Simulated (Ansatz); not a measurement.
The reference is Ti₂GeC (space group P6_3/mmc, No. 194; a = 3.053 Å, c = 12.887 Å; a cell from a computed database, its experimental status unchecked).

The values are results of PBEsol/PAW in Ansatz (an electronic-structure program), no spin-orbit coupling, not measurements.

Before the change:

| Quantity | Result |
|---|---|
| Lattice parameter a | 5.770 bohr |

Now apply this change: cell and atoms relaxed at a pressure of 0.3 GPa.

Estimate the effect on the lattice parameter a.

The lattice parameter a falls by 0.005 bohr, from 5.770 bohr to 5.765 bohr.

Load acts through the strain it causes; cell and atoms are relaxed under it. Whether these cells are dynamically stable was not tested. The final runs are not spin-polarised.
